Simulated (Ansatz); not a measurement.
```xyz
1
Lattice="0.0000 1.9298 1.9298 1.9298 0.0000 1.9298 1.9298 1.9298 0.0000" Properties=species:S:1:pos:R:3 pbc="T T T"
Pt     0.0000     0.0000     0.0000
```

No spin polarisation.

Method: r2SCAN (Ansatz, an electronic-structure program, PAW, spin-orbit coupling left out), earlier PAW set. Γ-centred 29×29×29 mesh, Fermi–Dirac width 0.1 eV.

Question: Estimate the band gap.

Answer: Zero.

Question: Estimate the pressure.

Answer: 20.2 GPa.

Question: Predict the space group.

Answer: Fm-3m (No. 225).

The cells carry an imposed strain or load. No phonon test of stability was made. The final runs are not spin-polarised. The cell was made from Pt in the fcc (Cu type) structure (space group Fm-3m, No. 225) by this change: isotropic strain −2.08 %.
